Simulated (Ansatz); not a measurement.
Electronic density of states of amorphous Ti24Si24, density 4.13 g/cm³, on a 2×2×2 Γ-centred mesh with a Gaussian width of 0.1 eV; energies count from the Fermi level. Cell and mesh are small, so fine structure isn't converged. Level of theory: PBE, scalar-relativistic without spin-orbit coupling (plane waves to 420 eV, PAW; Ansatz, a quantum-chemistry and plane-wave program). Sampling: a 2×2×2 Γ-centred mesh; Fermi-Dirac width 0.1 eV; no spin polarisation.

It comes from a melt-quench run on a machine-learned potential (CHGNet), relaxed afterwards by DFT. The hot cell started wider than the set density and was brought back towards it in steps. It is the lowest in DFT energy of 2 quenches. It is a model cell: composition and starting density were chosen by hand, and all elements were melted together. No dispersion term was used. Its density started from a set value of 3.90 and ended at 4.13 g/cm³. The simulated quench (nominally 200 K/ps over its main leg) is rapid and tends to freeze in more defects than a deposited or slowly cooled glass has. A cell of this size samples the disorder only roughly. Volume and shape were free in the relaxation. On a 2×2×2 Γ-centred mesh force components of up to 0.22 eV/Å stay, since the relaxation ran on one k-point at (1/4, 1/4, 1/4).

(E - EF (eV), states/(eV atom)): (-12.00, 0.03); (-11.90, 0.05); (-11.80, 0.09); (-11.70, 0.11); (-11.60, 0.09); (-11.50, 0.04); (-11.40, 0.05); (-11.30, 0.09); (-11.20, 0.12); (-11.10, 0.09); (-11.00, 0.09); (-10.90, 0.11); (-10.80, 0.13); (-10.70, 0.16); (-10.60, 0.14); (-10.50, 0.14); (-10.40, 0.10); (-10.30, 0.11); (-10.20, 0.19); (-10.10, 0.19); (-10.00, 0.16); (-9.90, 0.24); (-9.80, 0.26); (-9.70, 0.15); (-9.60, 0.15); (-9.50, 0.17); (-9.40, 0.15); (-9.30, 0.17); (-9.20, 0.16); (-9.10, 0.20); (-9.00, 0.14); (-8.90, 0.13); (-8.80, 0.18); (-8.70, 0.14); (-8.60, 0.15); (-8.50, 0.21); (-8.40, 0.19); (-8.30, 0.22); (-8.20, 0.20); (-8.10, 0.20); (-8.00, 0.28); (-7.90, 0.27); (-7.80, 0.24); (-7.70, 0.25); (-7.60, 0.19); (-7.50, 0.14); (-7.40, 0.15); (-7.30, 0.19); (-7.20, 0.26); (-7.10, 0.27); (-7.00, 0.20); (-6.90, 0.20); (-6.80, 0.23); (-6.70, 0.14); (-6.60, 0.12); (-6.50, 0.14); (-6.40, 0.13); (-6.30, 0.10); (-6.20, 0.12); (-6.10, 0.14); (-6.00, 0.13); (-5.90, 0.09); (-5.80, 0.06); (-5.70, 0.10); (-5.60, 0.14); (-5.50, 0.10); (-5.40, 0.17); (-5.30, 0.24); (-5.20, 0.27); (-5.10, 0.33); (-5.00, 0.35); (-4.90, 0.29); (-4.80, 0.31); (-4.70, 0.36); (-4.60, 0.41); (-4.50, 0.39); (-4.40, 0.33); (-4.30, 0.40); (-4.20, 0.46); (-4.10, 0.47); (-4.00, 0.40); (-3.90, 0.38); (-3.80, 0.51); (-3.70, 0.51); (-3.60, 0.44); (-3.50, 0.46); (-3.40, 0.58); (-3.30, 0.49); (-3.20, 0.40); (-3.10, 0.50); (-3.00, 0.53); (-2.90, 0.53); (-2.80, 0.60); (-2.70, 0.64); (-2.60, 0.59); (-2.50, 0.60); (-2.40, 0.65); (-2.30, 0.55); (-2.20, 0.50); (-2.10, 0.52); (-2.00, 0.55); (-1.90, 0.56); (-1.80, 0.63); (-1.70, 0.69); (-1.60, 0.68); (-1.50, 0.67); (-1.40, 0.66); (-1.30, 0.69); (-1.20, 0.74); (-1.10, 0.88); (-1.00, 0.89); (-0.90, 0.80); (-0.80, 0.84); (-0.70, 0.89); (-0.60, 0.79); (-0.50, 0.73); (-0.40, 0.67); (-0.30, 0.68); (-0.20, 0.69); (-0.10, 0.67); (0.00, 0.67); (0.10, 0.72); (0.20, 0.72); (0.30, 0.73); (0.40, 0.76); (0.50, 0.78); (0.60, 0.84); (0.70, 0.85); (0.80, 0.81); (0.90, 0.83); (1.00, 0.88); (1.10, 0.94); (1.20, 1.02)
